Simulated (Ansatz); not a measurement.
The parent structure is KBr in the rock salt structure (space group Fm-3m, No. 225).

```yaml
crystal:
  lattice:
    - [0.00000, 3.35273, 3.35273]
    - [3.35273, 0.00000, 3.35273]
    - [3.35273, 3.35273, 0.00000]
  atoms:
    - { symbol: K, position: [0.00000, 0.00000, 0.00000] }
    - { symbol: Br, position: [0.50000, 0.50000, 0.50000] }
```

Calculations: PBE, PAW, 420 eV (Ansatz, a first-principles code; spin-orbit coupling left out).

Base values:

```
Quantity   Result
--------  -------
Band gap  4.31 eV
```

One thing is altered: cell and atoms relaxed at a pressure of 10 GPa.

### Question
What does the calculation give for the hole mass after the change?

### Answer
The hole mass (degenerate bands, along [100]) is 0.38, 2.8, 2.8 mₑ (at Γ).

### Question
Predict the new band gap.

### Answer
The band gap goes up by 1.02 eV, from 4.31 eV to 5.33 eV.

Load acts through the strain it causes; cell and atoms are relaxed under it. Masses are band curvatures over ±0.01 Å⁻¹ around the edge. Whether these cells are dynamically stable was not tested. No other phases were tried under pressure.
